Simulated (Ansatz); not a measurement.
Worked example: self-consistent single point of AlCo (Pm-3m, 2 atoms in the cell) in Ansatz (a quantum-chemistry and plane-wave program).

Method: LDA (PW92), default PAW files made with PBE (plane waves; Ansatz).

```
AlCo
1.0
    2.79515     0.00000     0.00000
    0.00000     2.79515     0.00000
    0.00000     0.00000     2.79515
Al Co
1 1
Direct
  0.00000   0.00000   0.00000
  0.50000   0.50000   0.50000
```

Reference input (self-consistent single point, DFT, PBE, plane waves, default PAW files): basis.ecutwfc = 420 eV; kpoints.mp_grid.grid = 9 9 9; hamiltonian.xc = pbe; hamiltonian.pseudopotentials = {kind: paw} (the program's default PAW files); scf.occupations.method = gaussian; scf.occupations.width = 0.272 eV. This run's input differs from it in these lines:

Ansatz 0.2 input:
```diff
@@ -14,3 +14,3 @@
 hamiltonian:
-  xc: pbe
+  xc: lda
   pseudopotentials: { kind: paw }
```

The program printed (abridged):

```
SCF iter   1: F=—  HF=-5577.017981 eV  |F-HF|=—  |Δ(HF+E_count)|=         —  Δρ=1.98e-2  dr2=4.25e-2  ethr=1.77e-3  ⟨swp⟩=4.2  Hψ=2252  notcnv=0
all-band conjugate gradients solve this SCF's bands
preconditioner: auto → none
SCF iter   2: F=—  HF=-5577.012986 eV  |F-HF|=—  |Δ(HF+E_count)|=   4.99e-3  Δρ=7.33e-3  dr2=5.98e-3  ethr=2.12e-4  ⟨swp⟩=1.0  Hψ=770  notcnv=0
SCF iter   3: F=—  HF=-5577.012281 eV  |F-HF|=—  |Δ(HF+E_count)|=   7.04e-4  Δρ=1.01e-3  dr2=9.88e-5  ethr=2.99e-5  ⟨swp⟩=1.1  Hψ=495  notcnv=0
SCF iter   4: F=—  HF=-5577.012259 eV  |F-HF|=—  |Δ(HF+E_count)|=   2.29e-5  Δρ=1.57e-4  dr2=2.04e-6  ethr=4.94e-7  ⟨swp⟩=2.3  Hψ=651  notcnv=0
iter 5 did not close the SCF: its close was put off for the readings that it lacked (scf_convergence_deferred on its scf_iter line)
SCF iter   5: F=-5577.012259 eV  HF=-5577.012259 eV  |F-HF|=1.96e-9  |Δ(HF+E_count)|=   7.97e-8  Δρ=6.29e-6  dr2=4.56e-9  ethr=1.02e-8  ⟨swp⟩=2.4  Hψ=641  notcnv=0
SCF iter   6: F=-5577.012259 eV  HF=-5577.012259 eV  |F-HF|=3.57e-10  |Δ(HF+E_count)|=   1.15e-9  Δρ=1.27e-6  dr2=2.55e-10  ethr=2.28e-11  ⟨swp⟩=1.9  Hψ=1618  notcnv=0
SCF 1 converged in 6 iterations: F = -5577.012259 eV  dr2 = 2.55e-10
Free energy (F): -5577.012259 eV
Internal energy: -5576.987050 eV  (E = F + TS)
E sigma→0 (E₀):  -5576.999654 eV
Entropy (-TS):   -0.025209 eV (-12.604 meV/atom)
Fermi energy:    15.109977 eV
--- Forces (eV/Å), atoms counted from 1 ---
  atom   1  Al    -0.00000000     0.00000000    -0.00000000
  atom   2  Co     0.00000000    -0.00000000     0.00000000
--- Stress (GPa, compression-positive) ---
       -0.166931       0.000000       0.000000
        0.000000      -0.166931       0.000000
        0.000000       0.000000      -0.166931
  P = ⅓ Tr σ = -0.1669 GPa (-1.669 kbar)
  The stress holds the Pulay correction. Without it, at fixed plane waves, as pw.x and ABINIT print it: P = -0.3361 GPa
```

The run converged in 6 iterations. Against the reference run the pressure goes from 12.44 to -0.17 GPa. The full log also holds: “iter 5 did not close the SCF: its close was put off for the readings that it lacked (scf_convergence_deferred on its scf_iter line)”.

The starting cell comes from a database of computed structures (which also holds hypothetical and non-ambient phases and stackings), without a prior relaxation at this level. Its lattice was rescaled by a random factor within 2.5 % of one. Spin polarisation is off. Ansatz's pressure includes its estimate of the finite-basis (Pulay) stress.
